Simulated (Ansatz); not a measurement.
# A short convergence ladder for Cu₃Sn (Pmmn, 8 atoms in the cell)

```
Cu3Sn
1.0
    4.30207     0.00000     0.00000
    0.00000     5.40536     0.00000
    0.00000     0.00000     4.74075
Cu Sn
6 2
Cartesian
  2.15104   0.00000   1.42696
  0.00000   2.70268   3.31378
  0.00000   4.05683   0.73866
  0.00000   1.34853   0.73866
  2.15104   4.05121   4.00209
  2.15104   1.35415   4.00209
  2.15104   2.70268   1.61745
  0.00000   0.00000   3.12330
```

Base method: LDA (PW92), default PAW files made with PBE (plane waves; Ansatz, an electronic-structure program).

Base settings: basis.ecutwfc = 420 eV; kpoints.mp_grid.grid = 5 3 4; hamiltonian.xc = lda; hamiltonian.pseudopotentials = {kind: paw} (the program's default PAW files); scf.occupations.method = fermi_dirac; scf.occupations.width = 0.1 eV.

**Zone-centre phonons against the cutoff**

In this ladder: phonons.method = dfpt.

The mesh stays at the base's, so the ladder's end is converged at best in this setting alone.

Frequencies are those of the unrelaxed cell, without the LO-TO term of polar crystals.

Only quantities that move along the ladder and can be compared are tabulated.

| basis.ecutwfc | highest zone-centre frequency (cm⁻¹) | lowest optical frequency (cm⁻¹) |
|---|---|---|
| 210 eV | 174.9 | 8.9 |
| 295 eV | 219.7 | 91.9 |
| 420 eV | 208.3 | 91.6 |
| 505 eV | 208.1 | 91.5 |

Coarsest basis.ecutwfc that holds the lowest optical frequency within 2 cm⁻¹ of the last step, with all finer ones: 295 eV; the step before is off by 83 cm⁻¹.

Coarsest basis.ecutwfc that holds the highest zone-centre frequency within 5 cm⁻¹ of the last step, with all finer ones: 420 eV; the step before is off by 12 cm⁻¹.

On the base run: the starting cell comes from a database of computed structures (which also holds hypothetical and non-ambient phases and stackings), without a prior relaxation at this level. Its lattice was rescaled by up to half a per cent. Spin polarisation is off. In the base run, with a pressure of about -4 GPa the cell is away from its equilibrium volume at this level. Without a gap this mesh is coarse (it stands for a supercell whose shortest vector is 16 Å).

Keys are those of Ansatz 0.2.
